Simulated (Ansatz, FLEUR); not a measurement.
An Ansatz (a quantum-chemistry and plane-wave program) input for a self-consistent single point of Cu2O (Pn-3m, 6 atoms in the cell) (DFT, PBE, plane waves, default PAW files):

Ansatz 0.2 input:
```yaml
crystal:
  lattice:
    - [4.116809, 0.000000, 0.000000]
    - [0.000000, 4.116809, 0.000000]
    - [0.000000, 0.000000, 4.116809]
  atoms:
    - { symbol: Cu, position: [0.750000, 0.250000, 0.750000] }
    - { symbol: Cu, position: [0.250000, 0.750000, 0.750000] }
    - { symbol: Cu, position: [0.750000, 0.750000, 0.250000] }
    - { symbol: Cu, position: [0.250000, 0.250000, 0.250000] }
    - { symbol: O, position: [0.000000, 0.000000, 0.000000] }
    - { symbol: O, position: [0.500000, 0.500000, 0.500000] }
basis:
  ecutwfc: 420.0 eV
kpoints:
  mp_grid: { grid: [7, 7, 7] }
hamiltonian:
  xc: pbe
  pseudopotentials: { kind: paw }
scf:
  occupations: { method: fermi_dirac, width: 0.01 eV }
output:
  forces: true
  eigenvalues: true
  stress: true
```

Give the FLEUR input for the same structure, mesh, smearing and functional.

This is the input that was run; spellings and numerical settings could be chosen otherwise.

Input of the input generator:

```
Cu2O
&input film=f /
7.7796415174 0.0000000000 0.0000000000
0.0000000000 7.7796415174 0.0000000000
0.0000000000 0.0000000000 7.7796415174
1.0
1.0 1.0 1.0

6
29 0.7500000000 0.2500000000 0.7500000000
29 0.2500000000 0.7500000000 0.7500000000
29 0.7500000000 0.7500000000 0.2500000000
29 0.2500000000 0.2500000000 0.2500000000
8 0.0000000000 0.0000000000 0.0000000000
8 0.5000000000 0.5000000000 0.5000000000

&comp jspins=1 /
&kpt div1=7 div2=7 div3=7 /
&end /
```

```xml
<?xml version="1.0" encoding="UTF-8" standalone="no"?>
<fleurInput fleurInputVersion="0.39">
   <comment>
      Cu2O                                                                                                
   </comment>
   <calculationSetup>
      <cutoffs Kmax="4.7" Gmax="18.8" GmaxXC="18.8" numbands="0"/>
      <scfLoop itmax="80" minDistance="0.00001" maxIterBroyd="15" imix="Anderson" alpha="0.05" precondParam="0.0" spinf="2.0"/>
      <coreElectrons ctail="T" frcor="F" kcrel="0" coretail_lmax="0"/>
      <xcFunctional name="pbe" relativisticCorrections="F"/>
      <magnetism jspins="1"/>
      <soc l_soc="F" theta="0.0" phi="0.0" spav="F"/>
      <expertModes spex="0" secvar="F"/>
      <geometryOptimization l_f="T" forcealpha="1.0" forcemix="BFGS" epsdisp="0.00001" epsforce="0.00001"/>
      <ldaU l_linMix="F" mixParam="0.05" spinf="1.0"/>
   </calculationSetup>
   <cell>
      <bzIntegration valenceElectrons="56.0" mode="hist" fermiSmearingEnergy="0.00036749">
         <kPointListSelection listName="default-1"/>
         <!-- k-points included here -->
         <xi:include xmlns:xi="http://www.w3.org/2001/XInclude" href="kpts.xml"> </xi:include>
      </bzIntegration>
      <!-- symmetry operations included here -->
      <xi:include xmlns:xi="http://www.w3.org/2001/XInclude" href="sym.xml"> </xi:include>
      <bulkLattice scale="1.0">
         <bravaisMatrix>
            <row-1>    7.7796415174000000     0.0000000000000000     0.0000000000000000</row-1>
            <row-2>    0.0000000000000000     7.7796415174000000     0.0000000000000000</row-2>
            <row-3>    0.0000000000000000     0.0000000000000000     7.7796415174000000</row-3>
         </bravaisMatrix>
      </bulkLattice>
   </cell>
   <atomSpecies>
      <species name="Copper (Cu)" element="Cu" atomicNumber="29">
         <mtSphere radius="2.05" gridPoints="707" logIncrement="0.017"/>
         <atomicCutoffs lmax="8" lnonsphr="6"/>
         <electronConfig flipSpins="F">
            <coreConfig>(1s1/2) (2s1/2) (2p1/2) (2p3/2) (3s1/2) (3p1/2) (3p3/2)</coreConfig>
            <valenceConfig>(4s1/2) (3d3/2) (3d5/2)</valenceConfig>
            <stateOccupation state="(4s1/2)" spinUp="0.5" spinDown="0.5"/>
         </electronConfig>
         <energyParameters s="4" p="4" d="3" f="4"/>
         <lo type="HELO" l="2" n="4" eDeriv="0"/>
      </species>
      <species name="Oxygen (O)" element="O" atomicNumber="8">
         <mtSphere radius="1.16" gridPoints="401" logIncrement="0.026"/>
         <atomicCutoffs lmax="6" lnonsphr="4"/>
         <electronConfig flipSpins="F">
            <coreConfig>(1s1/2)</coreConfig>
            <valenceConfig>(2s1/2) (2p1/2) (2p3/2)</valenceConfig>
            <stateOccupation state="(2p1/2)" spinUp="0.6666666666667" spinDown="0.6666666666667"/>
            <stateOccupation state="(2p3/2)" spinUp="1.3333333333333" spinDown="1.3333333333333"/>
         </electronConfig>
         <energyParameters s="2" p="2" d="3" f="4"/>
      </species>
   </atomSpecies>
   <atomGroups>
      <atomGroup species="Copper (Cu)">
         <relPos label="                   1">1.000/2.000 .0000000000 1.000/2.000</relPos>
         <relPos label="                   2">.0000000000 1.000/2.000 1.000/2.000</relPos>
         <relPos label="                   3">1.000/2.000 1.000/2.000 .0000000000</relPos>
         <relPos label="                   4">.0000000000 .0000000000 .0000000000</relPos>
         <force calculate="T" relaxXYZ="TTT"/>
      </atomGroup>
      <atomGroup species="Oxygen (O)">
         <relPos label="                   5">-1.000/4.000 -1.000/4.000 -1.000/4.000</relPos>
         <relPos label="                   6">1.000/4.000 1.000/4.000 1.000/4.000</relPos>
         <force calculate="T" relaxXYZ="TTT"/>
      </atomGroup>
   </atomGroups>
   <output dos="F" band="F" slice="F">
      <checks vchk="F" cdinf="F"/>
      <bandDOS minEnergy="-.5*Htr" maxEnergy="0.5*Htr" sigma="0.015" storeEVData="T"/>
      <vacuumDOS vacdos="F" integ="F" star="F" nstars="0" locx1="0.0" locy1="0.0" locx2="0.0" locy2="0.0" nstm="0" tworkf="0.0"/>
      <unfoldingBand unfoldBand="F" supercellX="1" supercellY="1" supercellZ="1"/>
      <plotting iplot="0" polar="F">
         <plot TwoD="T" vec1="  1.0  0.0  0.0" vec2="  0.0  1.0  0.0" vec3="  0.0  0.0  1.0" zero="  0.0  0.0  0.0" file="plot"/>
      </plotting>
      <chargeDensitySlicing numkpt="0" minEigenval="0.0" maxEigenval="0.0" nnne="0" pallst="F"/>
      <specialOutput eonly="F"/>
      <magneticCircularDichroism mcd="F" energyLo="-10.0" energyUp="0.0"/>
   </output>
  <!-- We include the file relax.xml here to enable relaxations (see documentation) -->
  <xi:include xmlns:xi="http://www.w3.org/2001/XInclude" href="relax.xml"> <xi:fallback/> </xi:include>
</fleurInput>
```

Basis, cutoffs, solver keys and any potentials are the target program's own. This input uses DFT, PBE, all-electron FLAPW (FLEUR), scalar-relativistic valence. Both were run: gap on the mesh 0.790 eV in Ansatz and 0.745 in FLEUR.

On Ansatz: the starting cell has typed, rounded lattice constants, without a prior relaxation at this level. Its lattice was rescaled by a random factor within 2.5 % of one. For this run, on top of that: lattice scaled by 0.98. With a pressure of about 20 GPa the cell is away from its equilibrium volume at this level.

On FLEUR: the starting cell has typed, rounded lattice constants, without a prior relaxation at this level. Its lattice was rescaled by a random factor within 2.5 % of one. For this run, on top of that: lattice scaled by 0.98. Values depend on the basis (sphere radii, cutoffs, local orbitals), which need not be converged.
